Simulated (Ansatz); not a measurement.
Take Pt in the fcc (Cu type) structure (space group Fm-3m, No. 225; a = 3.920 Å; relaxed with 0.1 eV smearing) as the base.

The values are results of PBEsol, PAW, 420 eV (Ansatz, a quantum-chemistry and plane-wave program; without spin-orbit coupling), not measurements.

For the base:

| Item | Value |
|---|---|
| Pressure | 0.0 GPa |
| Band gap | zero |

It is then changed as follows: the cell is scaled by 1.0050 in all directions, atoms relaxed at fixed cell.

**Question.** What does the calculation give for the pressure, energy relative to the base and band gap after the change?

**Answer.** The pressure goes from zero to -4.1 GPa; the energy goes up by 3.0 meV/atom; the band gap stays zero.

The cells carry an imposed strain or load. Whether these cells are dynamically stable was not tested. The final runs are not spin-polarised.
